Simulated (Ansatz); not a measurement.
Consider W-vacancy pair (W on one host Cu site, one Cu site vacant) in fcc Cu, neutral cell. The step: the W atom itself jumps into the vacancy (W-vacancy distance between ideal sites 2.57 Å throughout); the atom moves 2.40 Å along (0.00, 0.47, 0.47) of the unit cell; the moving atom starts with neighbours 4 Cu at 2.56, 2 Cu at 2.59, 4 Cu at 2.62, Cu at 2.63 Å and ends with 4 Cu at 2.56, 2 Cu at 2.59, 4 Cu at 2.62, Cu at 2.63 Å. DFT values are from Ansatz (plane-wave PAW, 420 eV unless said) in a cell of 32 host sites, spin-restricted, static, with no finite-size correction. Forms of the defect that were not tried may lie lower. The start lies 0.056 eV above the lowest site run (PBE). For the PBE band: the saddle point's order was not checked, and it lies on a symmetry element of the cell, where a band can be held.

```tsv
Level	Forward barrier (eV)	Cost of the band or of the saddle's single point
CHGNet universal potential (has no charge state), its own band	0.88	-
PBE, a 2×2×2 k-point mesh shifted by half a step, band relaxed	1.17	roughly 40 core-minutes
PBE, a 4×4×4 k-point mesh shifted by half a step, same geometries	1.04	very roughly 16 core-minutes
r2SCAN at 500 eV, a 2×2×2 k-point mesh shifted by half a step, same geometries	(withheld)	about 5 core-minutes (a rough figure)
```

Question: Complete the blanks.

Answer: 
- r2SCAN at 500 eV, a 2×2×2 k-point mesh shifted by half a step, same geometries, Forward barrier (eV): 1.24

Ansatz is a program for electronic structure.
